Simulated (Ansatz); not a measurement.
Consider TiO₂ (space group P2_1/c, No. 14).

```
CELL_PARAMETERS angstrom
      4.78032     0.00000     0.00000
      0.00000     4.86143     0.00000
     -0.87340     0.00000     4.92531
ATOMIC_POSITIONS crystal
  Ti 0.27862 0.44504 0.71356
  Ti 0.72138 0.55496 0.28644
  Ti 0.72138 0.94504 0.78644
  Ti 0.27862 0.05496 0.21356
  O  0.44378 0.74138 0.96950
  O  0.55622 0.25862 0.03050
  O  0.55622 0.24138 0.53050
  O  0.44378 0.75862 0.46950
  O  0.06522 0.32791 0.34661
  O  0.93478 0.67209 0.65339
  O  0.93478 0.82791 0.15339
  O  0.06522 0.17209 0.84661
```

Computed with Ansatz (a quantum-chemistry and plane-wave program) PBEsol, no spin-orbit coupling.

For the base:

```
Item               Value
---------------  -------
Volume per atom  9.54 Å³
```

The change: cell and atoms relaxed at a pressure of 10 GPa.

**Question.** Estimate the effect on the volume per atom.

**Answer.** The volume per atom decreases by 0.45 Å³ to 9.09 Å³.

Load acts through the strain it causes; cell and atoms are relaxed under it. Whether these cells are dynamically stable was not tested. No other phases were tried under pressure. The final runs are not spin-polarised. This is not the structure that TiO2 has at room temperature and ambient pressure.
